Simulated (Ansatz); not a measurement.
Spacing of the highest filled and lowest empty level at the zone centre in eight small model glasses of hand-chosen composition and density, fast-quenched (anions pushed apart in CHGNet runs), each at its PBE geometry, by PBE and by HSE06 (Ansatz, a first-principles code, plane waves, PAW). The cells are the first eight to finish that balance their formal charges, show no moments and no lower geometry on charging where those were tested, and have a gap at both levels; defect levels can set the spacings, and exact exchange is cut at the cells' faces.

| cell | quench by | pressure (GPa) | levels at the gap | PBE (eV) | experiment, tabulated (eV) |
|---|---|---|---|---|---|
| Ga24O37Sr | CHGNet | 2.9 | localised at the filled edge | 1.81 | - |
| Si24O50Sn | CHGNet | 0.3 | localised at the filled edge | 3.69 | - |
| In24O38Si | CHGNet | 0.1 | localised at the filled edge | 0.31 | - |
| Ga24O37K2 | CHGNet | 0.1 | localised at the filled edge | 1.59 | - |
| Si24O49Ag2 | CHGNet | 0.0 | localised at the filled edge | 2.87 | - |
| Ti20O42Hf | CHGNet | 0.5 | spread | 2.78 | - |
| Ti20O41Sr | CHGNet | 1.7 | localised at the empty edge | 2.65 | - |
| Al28O45W | CHGNet | 0.5 | localised at both edges | 3.10 | - |

Question: What does HSE06 give, and how does it move these values against PBE?

Answer: Ga24O37Sr 3.50, Si24O50Sn 5.58, In24O38Si 1.68, Ga24O37K2 3.23, Si24O49Ag2 4.48, Ti20O42Hf 4.33, Ti20O41Sr 4.16, Al28O45W 4.62 eV. It raises them by +1.38 to +1.89 eV, +1.60 eV on average. A straight line through the eight gives HSE06 = 1.08 × PBE +1.40 eV, with a scatter of 0.12 eV.
